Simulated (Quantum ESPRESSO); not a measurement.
## Quick settings and what they miss: CO2 (Cmce, 6 atoms in the cell)

Self-consistent single point.

```
CELL_PARAMETERS angstrom
      2.66201     2.41101     0.00000
     -2.66201     2.41101     0.00000
      0.00000     0.00000     6.65238
ATOMIC_POSITIONS crystal
  C  0.00000 0.00000 0.00000
  C  0.50000 0.50000 0.50000
  O  0.19349 0.19349 0.10816
  O  0.80651 0.80651 0.89184
  O  0.30651 0.30651 0.60816
  O  0.69349 0.69349 0.39184
```

Method of the run: LDA (PZ), GBRV 1.5 ultrasoft (LDA) pseudopotentials (plane waves; Quantum ESPRESSO).

Base settings: ecutwfc = 40 Ry; ecutrho = 200 Ry; occupations = fixed; potentials = {C: c_lda_v1.2.uspp.F.UPF, O: o_lda_v1.2.uspp.F.UPF}; K_POINTS = automatic 9 9 5 0 0 0; nbnd = 24; conv_thr = 1e-11 Ry.

Tight run (finer mesh or higher cutoff; not a proven limit): ecutwfc: 40 Ry → 56 Ry; ecutrho: 200 Ry → 280 Ry; conv_thr: 1e-11 Ry → 7.3e-11 Ry; K_POINTS: automatic 9 9 5 0 0 0 → automatic 13 13 7 0 0 0. It gave top of the valence band (on the code's own zero) -1.97 eV; gap on the k-point mesh 6.23 eV; pressure -5.71 GPa; largest force (vector length) 1.497 eV/Å.

Quick runs, as changes from the base:
- A: the base itself
- B: ecutwfc: 40 Ry → 32 Ry; ecutrho: 200 Ry → 160 Ry; K_POINTS: automatic 9 9 5 0 0 0 → automatic 6 6 6 1 1 1
- C: ecutwfc: 40 Ry → 20 Ry; ecutrho: 200 Ry → 100 Ry; K_POINTS: automatic 9 9 5 0 0 0 → automatic 8 8 8 1 1 1
- D: ecutwfc: 40 Ry → 55 Ry; ecutrho: 200 Ry → 440 Ry; occupations: fixed → smearing; nbnd: 24 → default; conv_thr: 1e-11 Ry → 7.3e-05 Ry; pseudopotentials: {C: c_lda_v1.2.uspp.F.UPF, O: o_lda_v1.2.uspp.F.UPF} → {C: C.pbe-n-kjpaw_psl.1.0.0.UPF, O: O.pbe-n-kjpaw_psl.0.1.UPF}; K_POINTS: automatic 9 9 5 0 0 0 → automatic 4 4 4 1 1 1; smearing: default → cold; and 2 further keys [PBEsol]
- E: ecutwfc: 40 Ry → 24 Ry; ecutrho: 200 Ry → 120 Ry; occupations: fixed → smearing; nbnd: 24 → default; K_POINTS: automatic 9 9 5 0 0 0 → automatic 1 1 1 0 0 0; smearing: default → mp; degauss: default → 0.0147 Ry
- F: ecutwfc: 40 Ry → 44 Ry; ecutrho: 200 Ry → 352 Ry; occupations: fixed → smearing; nbnd: 24 → default; pseudopotentials: {C: c_lda_v1.2.uspp.F.UPF, O: o_lda_v1.2.uspp.F.UPF} → {C: C.pbe-n-kjpaw_psl.1.0.0.UPF, O: O.pbe-n-kjpaw_psl.0.1.UPF}; K_POINTS: automatic 9 9 5 0 0 0 → automatic 2 2 2 0 0 0; smearing: default → cold; degauss: default → 0.036749 Ry; and 1 further keys [PBEsol]

Dashes: time of C, D, E, F, under 30 s; energy of D, F, another energy zero; gap of E, left out as unsure on this mesh or at this smearing.

Gaps are read on each run's own mesh, which may miss the band edges.

† marks runs with another functional, U, potentials or spin treatment: their distance from the tight run is not a convergence error alone.

The count of work is k-points × plane waves × bands × iterations; it is no time. Core times come from one kind of shared machine and are given to one figure; runs under 30 s give none.

The starting cell comes from a database of computed structures (which also holds hypothetical and non-ambient phases and stackings), without a prior relaxation at this level. Its lattice was rescaled by a random factor within 2.5 % of one. In the base run, with a pressure of about -6 GPa the cell is away from its equilibrium volume at this level. In the base run, forces exceed 1 eV/Å.

| run | energy less tight (meV/atom) | pressure less tight (GPa) | largest miss in a force vector (eV/Å) | gap on the mesh less tight (eV) | count of work / tight | core time / tight (rough) |
|---|---|---|---|---|---|---|
| A | 8.2 | 0.02 | 0.012 | 0.007 | 0.26 | 0.3 |
| B | 47.7 | -3.78 | 0.007 | 0.240 | 0.088 | 0.1 |
| C | 2186.1 | -90.70 | 0.146 | -0.201 | 0.078 | – |
| D† | – | 4.33 | 0.546 | 0.742 | 0.028 | – |
| E | 981.2 | -32.62 | 1.777 | – | 0.0013 | – |
| F† | – | 2.91 | 0.514 | 0.204 | 0.024 | – |

Among the runs at the tight run's level, the energy misses run from 8.2 to 2186.1 meV/atom.
